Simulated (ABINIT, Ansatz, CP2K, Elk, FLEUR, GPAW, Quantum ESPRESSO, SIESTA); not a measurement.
One structure in several programs: NaCl (Fm-3m, 2 atoms in the cell)

Self-consistent single point.

```yaml
crystal:
  lattice:
    - [0.00000, 2.82000, 2.82000]
    - [2.82000, 0.00000, 2.82000]
    - [2.82000, 2.82000, 0.00000]
  atoms:
    - { symbol: Na, position: [0.00000, 0.00000, 0.00000] }
    - { symbol: Cl, position: [0.50000, 0.50000, 0.50000] }
```

All programs got the same cell, k-point mesh and kind of occupations (in Ansatz's words: kpoints.mp_grid.grid = 10 10 10; scf.occupations.method = fermi_dirac; scf.occupations.width = 0.0015 Ry); potentials, basis and cutoffs are each program's usual ones.

```tsv
code	model	pressure (GPa)	gap on the mesh (eV)	k-points	cutoff
GPAW	PBE, GPAW PAW datasets PBE (gpaw-data 1.0.1)	0.73	5.113	47	800 eV
ABINIT	PBE, PAW (JTH v2.0 PBE PAW)	0.66	5.100	47	30 Ha
Elk	PBE, all-electron FP-LAPW, Elk's shipped species files, APW+lo basis with extra local orbitals	–	5.044	47	rgkmax 8
FLEUR	PBE, all-electron FLAPW (FLEUR), scalar-relativistic valence	–	5.246	47	Kmax 4 1/bohr
SIESTA	GGA PBE, numerical atomic orbitals TZP, PseudoDojo PBE standard norm-conserving potentials (rewritten from UPF to PSML)	0.99	5.163	560	grid 350 Ry
CP2K	PBE, GPW, DZVP-MOLOPT-SR-GTH basis, GTH-PBE potentials (GTH_POTENTIALS)	0.95	5.047	504	grid 950 Ry
Quantum ESPRESSO	PBE, SSSP 1.1.2 efficiency (PBE) pseudopotentials	0.87	5.105	47	40 Ry
Ansatz	PBE, default PAW files	0.75	5.107	47	default
```

A dash marks a value that a program does not give, or that is left out as unsure.

Gaps are read on the mesh.

The spread over the programs that give each value: pressure within 0.33 GPa; gap on the mesh within 0.202 eV.

The starting cell has typed, rounded lattice constants, without a prior relaxation at this level.

Question: Why do the programs differ, and what cannot be compared?

Answer: Differences of this kind can come from the potentials, where these differ, and from what each basis and cutoff leave unconverged. The valence holds different numbers of electrons (GPAW 14, ABINIT 16, FLEUR 16, SIESTA 16, CP2K 16, Quantum ESPRESSO 16, Ansatz (a first-principles code) 16). The zero of total energies and Fermi levels follows the potentials and each program's conventions, so they are not compared here. SIESTA and CP2K use small atom-centred bases, whose incompleteness enters pressures, forces and empty levels differently from a plane-wave cutoff. Elk and FLEUR treat all electrons, but the usual bases taken here (sphere radii, linearisation, local orbitals, empty states) were not tested for convergence, so the values are no reference for the others. Ansatz's pressure is given at a fixed set of plane waves, as the other plane-wave codes print theirs. Ansatz's smearing width was typed in Ry to four decimals, so it matches the others to a few per cent. The programs reduce the same mesh by symmetry to different extents, which changes the work and not the result. In the gap, FLEUR (by 0.140) lies more than 0.12 eV from the median of the plane-wave programs.

Keys are those of Ansatz 0.2.
